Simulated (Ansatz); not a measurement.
Consider interstitial O in wurtzite ZnO, neutral cell. Method: PBE, PAW (plane waves to 420 eV; Ansatz, an electronic-structure program).

72-site cell at the relaxed PBE lattice, one k-point at (0.125, 0.250, 0.250), smearing 0.01 eV, spin-restricted, no finite-size correction. No zero-point or tunnelling terms. The charge state is imposed; whether it is stable for some Fermi level was not computed. Sites that were not tried may lie lower.

Barriers: single points on a 2×2×2 k-point mesh shifted by half a step along c at the bands' geometries.

Relaxed starting cell (atoms counted from 1):

```
Zn36O37
1.0
    9.83847     0.00000     0.00000
   -4.91923     8.52036     0.00000
    0.00000     0.00000    10.58758
Zn O
36 37
Direct
  0.22394   0.11495   0.25306
  0.21940   0.10824   0.74824
  0.22192   0.44378   0.24864
  0.22211   0.44343   0.75041
  0.22472   0.77448   0.25268
  0.22152   0.77748   0.74767
  0.55455   0.11120   0.25031
  0.55466   0.11093   0.74943
  0.55049   0.44166   0.25291
  0.55769   0.44640   0.74830
  0.55341   0.77566   0.24859
  0.55589   0.77879   0.74767
  0.88996   0.11207   0.24859
  0.88685   0.10965   0.74784
  0.89128   0.44092   0.25262
  0.88806   0.44407   0.74751
  0.89004   0.77569   0.23762
  0.88653   0.77893   0.72068
  0.11025   0.22354   0.50044
  0.10910   0.22214   0.99840
  0.11162   0.55506   0.50128
  0.11054   0.55582   0.99751
  0.11125   0.88929   0.49212
  0.13919   0.90200   0.01042
  0.44410   0.22263   0.50264
  0.44260   0.22386   0.99944
  0.44312   0.55635   0.50053
  0.44467   0.55757   0.99812
  0.44501   0.89021   0.50010
  0.44266   0.89170   0.00026
  0.77644   0.22164   0.50017
  0.77467   0.22341   0.00021
  0.77732   0.55532   0.49170
  0.76471   0.52697   0.01057
  0.77634   0.89027   0.48922
  0.76053   0.90556   0.00338
  0.22291   0.11408   0.44116
  0.22161   0.11163   0.93838
  0.22194   0.44455   0.43809
  0.22240   0.44399   0.93917
  0.22289   0.77615   0.44062
  0.22564   0.77695   0.93661
  0.55455   0.11196   0.43926
  0.55342   0.11281   0.93913
  0.55231   0.44356   0.44096
  0.55491   0.44466   0.93847
  0.55213   0.77653   0.43649
  0.54514   0.77749   0.93670
  0.88986   0.11431   0.43650
  0.88906   0.12073   0.93691
  0.89039   0.44351   0.44049
  0.88927   0.44029   0.93637
  0.88834   0.77829   0.43265
  0.85110   0.80980   0.89694
  0.11121   0.22193   0.18784
  0.10999   0.22150   0.68945
  0.11101   0.55489   0.18759
  0.11113   0.55467   0.68996
  0.12029   0.89300   0.19881
  0.11300   0.88903   0.68274
  0.44379   0.22201   0.18850
  0.44333   0.22258   0.69130
  0.44389   0.55468   0.18760
  0.44427   0.55574   0.68953
  0.44525   0.88968   0.18913
  0.44374   0.88990   0.68837
  0.77628   0.22060   0.18907
  0.77591   0.22188   0.68846
  0.77279   0.54550   0.19894
  0.77671   0.55250   0.68214
  0.77604   0.88964   0.18777
  0.77246   0.89336   0.67691
  0.91626   0.75025   0.99347
```

End state 1 differs by these moves (Å; atoms that move under 0.08 Å are left out):

| atom | element | Δx | Δy | Δz |
|---|---|---|---|---|
| 24 | Zn | 0.02 | 0.03 | -0.07 |
| 36 | Zn | 0.02 | -0.02 | 0.07 |
| 38 | O | 0.03 | 0.08 | -0.01 |
| 50 | O | 0.04 | -0.07 | 0.01 |
| 54 | O | 0.11 | -0.50 | 1.03 |
| 59 | O | -0.06 | -0.02 | -0.12 |
| 60 | O | 0.05 | 0.04 | -0.06 |
| 71 | O | -0.06 | 0.03 | 0.12 |
| 72 | O | 0.05 | -0.03 | 0.06 |
| 73 | O | 0.13 | 0.48 | -1.02 |

**Question.** Estimate the forward and backward barriers to end state 1 that PBE, PAW returns for this input.

**Answer.** forward 0.23 eV, backward 0.23 eV; at the saddle point atom 54 has neighbours O at 1.54; Zn at 1.94, Zn at 2.12, Zn at 2.18 Å. The program found a first-order saddle point.

End state 2 differs by these moves (Å; atoms that move under 0.08 Å are left out):

| atom | element | Δx | Δy | Δz |
|---|---|---|---|---|
| 34 | Zn | -0.02 | -0.03 | -0.07 |
| 36 | Zn | 0.04 | -0.01 | 0.08 |
| 46 | O | -0.05 | -0.07 | -0.01 |
| 48 | O | 0.09 | 0.00 | 0.02 |
| 54 | O | 0.58 | -0.85 | 0.00 |
| 69 | O | 0.00 | 0.06 | -0.11 |
| 71 | O | -0.05 | 0.04 | 0.12 |
| 72 | O | 0.06 | -0.02 | 0.06 |
| 73 | O | -0.41 | 0.70 | 0.01 |

**Question.** Give the forward and backward barriers to end state 2 at the level PBE, PAW.

**Answer.** forward 0.23 eV, backward 0.23 eV; at the saddle point atom 54 has neighbours O at 1.53; Zn at 1.97, Zn at 2.11, Zn at 2.14 Å. The program found a first-order saddle point.
